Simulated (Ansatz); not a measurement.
The parent structure is TiC in the rock salt structure (space group Fm-3m, No. 225; a = 4.3331 Å; relaxed with 0.1 eV smearing).

The values are results of PBE/PAW in Ansatz (a first-principles code), without spin-orbit coupling, not measurements.

For the base:

Pressure: 0.0 GPa
Band gap: zero

The change: the cell is scaled by 1.0167 in all directions; the atoms relax in the strained cell.

Predict the new pressure, energy relative to the base and band gap.

The pressure goes from zero to -11.3 GPa; the energy rises by 19 meV/atom; the band gap is still zero.

Stability against distortions was not tested. The base started in Pnma and relaxed to Fm-3m at this level. All final runs are without spin polarisation.
